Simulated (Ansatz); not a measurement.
## Step by step: formation energy of AlN (zinc blende, F-43m) from the elements

This concerns the formation energy of AlN (zinc blende, F-43m) from the elements. Reaction: Al (fcc) + 1/2 N2 (gas) → AlN (zinc blende). A negative value means that the right-hand side lies lower. The value is per atom of the solid.

AlN (zinc blende, F-43m), 2 atoms in the cell. Conventional cell: a = 4.403 Å, b = 4.403 Å, c = 4.403 Å, α = 90.00°, β = 90.00°, γ = 90.00°.

Ansatz (an electronic-structure program) with PAW potentials; structures come from PBE relaxations, nuclei static, no net charge. Ansatz runs with its default PAW set. Other levels take these structures. The lattices are those relaxed with PBE, so at other levels the solids can be strained. A dispersion term (D3(BJ), or D4 for r2SCAN) was computed beside these levels and is taken off wherever the name lacks it.

Total energies of the cells in eV, at zero smearing width. They compare only within one column; the weights balance every element.

```json
[
 {"cell": "AlN (zinc blende)", "atoms": "2", "weight": "+2", "r2SCAN": "-928.43020"},
 {"cell": "Al (fcc)", "atoms": "1", "weight": "−2", "r2SCAN": "-540.40590"},
 {"cell": "N2 (gas)", "atoms": "2", "weight": "−1", "r2SCAN": "-769.61785"}
]
```

r2SCAN: 2 × (-928.43020) − 2 × (-540.40590) − (-769.61785) = -6.431 eV; dividing by 4 atoms gives -1.61 eV/atom.

What follows from the r2SCAN value: A formula unit of AlN has 2 atoms, so it forms with -1.6077 × 2 = -3.215 eV, or -310.2 kJ/mol at 96.485 kJ/mol per eV.
